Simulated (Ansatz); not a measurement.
The reference is HfO₂ in the fluorite structure (space group Fm-3m, No. 225).

HfO2 has the cubic space group Fm-3m (No. 225), the fluorite structure, Pearson symbol cF12. Lattice parameters: a = b = c = 5.0438 Å, α = β = γ = 90.00°. Hf on 4a sees 8 O at 2.184 Å (cubic). O on 8c has 4 Hf at 2.184 Å (tetrahedral). (Neighbours: up to the widest gap in distance over summed covalent radii, below 1.35, at either atom; cation-cation and far metal-metal contacts left out.)
(The calculation used a cell of 3 atoms; values per cell refer to that cell.)

The values are results of PBEsol, PAW, 420 eV (Ansatz, a quantum-chemistry and plane-wave program; spin-orbit coupling left out), not measurements.

For the base:

- Pressure: 0.00 GPa

It is then changed as follows: every lattice vector is shortened by 1.50 %; the atoms relax in the strained cell.

### Question
What does the calculation give for the energy relative to the base, mean gap deformation potential ΔEg/Δln V, pressure and hole mass after the change?

### Answer
The energy increases by 19 meV/atom; the mean gap deformation potential ΔEg/Δln V is -2.2 eV; the pressure goes from zero to 13.19 GPa; the hole mass is 0.26 mₑ along k, 2.8 mₑ across (at X).

Spin-orbit coupling, missing from the scalar runs, can matter with Hf. Masses are band curvatures over ±0.01 Å⁻¹ around the edge. Along k means along the line from Γ to the band edge. Stability against distortions was not tested. This is not the structure that HfO2 has at room temperature and ambient pressure.
